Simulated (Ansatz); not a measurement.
Consider Pd in the fcc (Cu type) structure (space group Fm-3m, No. 225; a = 3.841 Å; relaxed with 0.1 eV smearing). Axes: x, y, z lie along the cube axes.

Computed with plane-wave PAW DFT at the LDA level (Ansatz, an electronic-structure program, 420 eV), scalar-relativistic without spin-orbit coupling.

Perturbation: the cell is compressed by 2.00 % along z with no lateral relaxation; the atoms relax in the strained cell.

Question: Predict the stress tensor and what it implies for the stiffness.

Answer: Stress of the strained cell less that of the base (GPa, compression positive):
```
    4.4     0.0     0.0
    0.0     4.4     0.0
    0.0     0.0     5.8
```

Then −Δσ_ii/ε with ε = -0.0200 gives secant stiffness values (nonlinear terms included at this strain): C33 ≈ 291 GPa, C13 ≈ 218 GPa and C23 ≈ 218 GPa.

As a check, the harmonic strain energy −½ V₀ Δσ:ε is 5.1 meV/atom; the computed energy rise is 5.0 meV/atom.

No phonon test of stability was made. All final runs are without spin polarisation.
